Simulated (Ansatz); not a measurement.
SiO₂ (Cmc2₁, No. 36, 36 atoms in the cell; start mp-556218; a measured phase of this formula has another space group) was calculated with r²SCAN in Ansatz (plane waves, PAW).

Input:

Ansatz 0.2 input:
```yaml
crystal:
  lattice:
    - [7.0138814456, -8.6861722168, 0.0]
    - [7.0138814456, 8.6861722168, 0.0]
    - [0.0, 0.0, 5.0519667299]
  atoms:
    - { symbol: Si, position: [0.4174674747, 0.9948391607, 0.7740982552] }
    - { symbol: Si, position: [0.5825325253, 0.0051608393, 0.2740982552] }
    - { symbol: Si, position: [0.0051608393, 0.5825325253, 0.7740982552] }
    - { symbol: Si, position: [0.9948391607, 0.4174674747, 0.2740982552] }
    - { symbol: Si, position: [0.2739288801, 0.7260711199, 0.8424575703] }
    - { symbol: Si, position: [0.7260711199, 0.2739288801, 0.3424575703] }
    - { symbol: Si, position: [0.2469529595, 0.3443447662, 0.2753738956] }
    - { symbol: Si, position: [0.7530470405, 0.6556552338, 0.7753738956] }
    - { symbol: Si, position: [0.6556552338, 0.7530470405, 0.2753738956] }
    - { symbol: Si, position: [0.3443447662, 0.2469529595, 0.7753738956] }
    - { symbol: Si, position: [0.3783373073, 0.6216626927, 0.3424019814] }
    - { symbol: Si, position: [0.6216626927, 0.3783373073, 0.8424019814] }
    - { symbol: O, position: [0.6862812926, 0.1287200869, 0.2946917928] }
    - { symbol: O, position: [0.3137187074, 0.8712799131, 0.7946917928] }
    - { symbol: O, position: [0.8712799131, 0.3137187074, 0.2946917928] }
    - { symbol: O, position: [0.1287200869, 0.6862812926, 0.7946917928] }
    - { symbol: O, position: [0.0098910131, 0.4720965005, 0.977454089] }
    - { symbol: O, position: [0.9901089869, 0.5279034995, 0.477454089] }
    - { symbol: O, position: [0.5279034995, 0.9901089869, 0.977454089] }
    - { symbol: O, position: [0.4720965005, 0.0098910131, 0.477454089] }
    - { symbol: O, position: [0.6615515126, 0.523363309, 0.7942479922] }
    - { symbol: O, position: [0.3384484874, 0.476636691, 0.2942479922] }
    - { symbol: O, position: [0.476636691, 0.3384484874, 0.7942479922] }
    - { symbol: O, position: [0.523363309, 0.6615515126, 0.2942479922] }
    - { symbol: O, position: [0.6943938361, 0.3056061639, 0.6430441656] }
    - { symbol: O, position: [0.3056061639, 0.6943938361, 0.1430441656] }
    - { symbol: O, position: [0.891132065, 0.6443611563, 0.8425950535] }
    - { symbol: O, position: [0.108867935, 0.3556388437, 0.3425950535] }
    - { symbol: O, position: [0.3556388437, 0.108867935, 0.8425950535] }
    - { symbol: O, position: [0.6443611563, 0.891132065, 0.3425950535] }
    - { symbol: O, position: [0.3467466296, 0.6532533704, 0.6430725633] }
    - { symbol: O, position: [0.6532533704, 0.3467466296, 0.1430725633] }
    - { symbol: O, position: [0.251665521, 0.2902918491, 0.9810407815] }
    - { symbol: O, position: [0.748334479, 0.7097081509, 0.4810407815] }
    - { symbol: O, position: [0.7097081509, 0.748334479, 0.9810407815] }
    - { symbol: O, position: [0.2902918491, 0.251665521, 0.4810407815] }
basis:
  ecutwfc: 560
  ecutrho_ratio: 4
  xc_grid: 3
kpoints:
  mp_grid: { grid: [4, 4, 6] }
  band_path:
    path:
      - [0.0, 0.0, 0.0]
      - [0.166667, -0.166667, 0.0]
      - [0.333333, -0.333333, 0.0]
      - [0.5, -0.5, 0.0]
      - [0.586995, -0.413005, 0.0]
      - [0.413005, 0.413005, 0.0]
      - [0.275336, 0.275336, 0.0]
      - [0.137668, 0.137668, 0.0]
      - [0.0, 0.0, -0.1]
      - [0.0, 0.0, -0.2]
      - [0.0, 0.0, -0.3]
      - [0.0, 0.0, -0.4]
      - [0.0, 0.0, -0.5]
      - [0.137668, 0.137668, -0.5]
      - [0.275336, 0.275336, -0.5]
      - [0.413005, 0.413005, -0.5]
      - [0.586995, -0.413005, -0.5]
      - [0.5, -0.5, -0.5]
      - [0.5, -0.5, -0.4]
      - [0.5, -0.5, -0.3]
      - [0.5, -0.5, -0.2]
      - [0.5, -0.5, -0.1]
      - [0.25, 0.0, 0.0]
      - [0.5, 0.0, 0.0]
      - [0.5, 0.0, -0.1]
      - [0.5, 0.0, -0.2]
      - [0.5, 0.0, -0.3]
      - [0.5, 0.0, -0.4]
      - [0.5, 0.0, -0.5]
      - [0.25, 0.0, -0.5]
      - [0.166667, -0.166667, -0.5]
      - [0.333333, -0.333333, -0.5]
    npoints: 1
hamiltonian:
  xc: r2scan
  dispersion: none
  pseudopotentials: { kind: paw }
scf:
  occupations: { method: fermi_dirac, width: 0.01 }
  convergence: { dr2_threshold: 0.0000000036 }
output:
  forces: true
  stress: true
  eigenvalues: true
  write_bands: true
```

Output (set-up and result lines):

```
Crystal: 36 atoms, lattice volume = 615.570 Å³
Basis set: ecut = 560 eV, 18513 PW (Γ), exchange–correlation on 270×270×120 points (27 copies of the dense FFT grid, shifted against one another)
Bands: 132, of which v1, the nominal top of the filled ones, is band 96 counted from 1 (95 counted from 0)
Symmetry: 4 space group operations
Space group: Cmc21 (ITA 36), of the structure as read, at distance tolerance 8.5e-5 Å
k-points: 28 of 96 (time reversal used)
Functional: x = r2scan, c = r2scan; τ floored in thin density (d = 2e-4 eV/Å³)
SCF iter   1: F=—  HF=-21359.723330 eV  |F-HF|=—  |Δ(HF+E_count)|=         —  Δρ=6.46e-3  dr2=2.46e-1  dr2_τ=3.17e0
SCF iter   2: F=—  HF=-21360.727868 eV  |F-HF|=—  |Δ(HF+E_count)|=    1.00e0  Δρ=4.12e-3  dr2=6.09e-2  dr2_τ=5.69e-3
  ...
SCF iter   8: F=—  HF=-21360.722955 eV  |F-HF|=—  |Δ(HF+E_count)|=   6.01e-8  Δρ=2.37e-6  dr2=2.72e-8  dr2_τ=2.80e-9
SCF iter   9: F=-21360.722955 eV  HF=-21360.722955 eV  |F-HF|=7.28e-11  |Δ(HF+E_count)|=   5.54e-9  Δρ=3.51e-7  dr2=7.12e-10  dr2_τ=5.30e-11
SCF 1 converged in 9 iterations: F = -21360.722955 eV  dr2 = 7.12e-10
SCF converged after 9 iterations
Free energy (F): -21360.722955 eV
  ...
  atom  12  Si     0.00000000    -0.00140052     0.00286597
  atom  13  O      0.00135664    -0.00274628     0.00120850
  atom  14  O     -0.00135664     0.00274628     0.00120850
  atom  15  O     -0.00135664    -0.00274628     0.00120850
  atom  16  O      0.00135664     0.00274628     0.00120850
  atom  17  O     -0.00108558    -0.00245889     0.00297963
  atom  18  O      0.00108558     0.00245889     0.00297963
  atom  19  O      0.00108558    -0.00245889     0.00297963
  atom  20  O     -0.00108558     0.00245889     0.00297963
  atom  21  O      0.00165062     0.00224181     0.00011742
  atom  22  O     -0.00165062    -0.00224181     0.00011742
  atom  23  O     -0.00165062     0.00224181     0.00011742
  atom  24  O      0.00165062    -0.00224181     0.00011742
  atom  25  O      0.00000000    -0.00273863    -0.00279586
  atom  26  O      0.00000000     0.00273863    -0.00279586
  atom  27  O     -0.00086306     0.00352579    -0.00057168
  atom  28  O      0.00086306    -0.00352579    -0.00057168
  atom  29  O      0.00086306     0.00352579    -0.00057168
  atom  30  O     -0.00086306    -0.00352579    -0.00057168
  atom  31  O      0.00000000    -0.00213332    -0.00038949
  atom  32  O      0.00000000     0.00213332    -0.00038949
  atom  33  O     -0.00043688    -0.00073644    -0.00100221
  atom  34  O      0.00043688     0.00073644    -0.00100221
  atom  35  O      0.00043688    -0.00073644    -0.00100221
  atom  36  O     -0.00043688     0.00073644    -0.00100221
--- Stress (GPa, compression-positive) ---
       -0.001811       0.000000       0.000000
        0.000000       0.007610       0.000000
        0.000000       0.000000       0.017593
  P = ⅓ Tr σ = 0.0078 GPa (0.078 kbar)
```

The PAW data were made under PBE.

A start named mp-… is a Materials Project structure, which need not be a measured phase.

Ansatz is a quantum-chemistry and plane-wave program.
